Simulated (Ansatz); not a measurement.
**FeO in the rock salt structure (space group Fm-3m, No. 225; ferromagnetic)**

```xyz
2
Lattice="0.0000 2.1229 2.1229 2.1229 0.0000 2.1229 2.1229 2.1229 0.0000" Properties=species:S:1:pos:R:3 pbc="T T T"
Fe     0.0000     0.0000     0.0000
O      2.1229     2.1229     2.1229
```

Level of theory: PBEsol, PAW, 420 eV (Ansatz, a first-principles code; no SOC). Γ-centred 15×15×15 mesh, Fermi–Dirac width 0.05 eV.

```json
{
 "volume_per_atom": "9.57 Å³",
 "density": "6.23 g/cm³",
 "band_gap": "zero",
 "magnetic_state": "ferromagnetic",
 "total_energy": "-2504.421 eV/atom (σ→0; compares only within this code and set-up)"
}
```

Stability against distortions was not tested. No Hubbard U is applied and the magnetic state is the run's own (FeO ferromagnetic); other magnetic orders, which need larger cells, were not tried and can change the gap. The base started in P-1 and relaxed to Fm-3m at this level. In its common phase, real FeO is an antiferromagnetic insulator at low temperature.
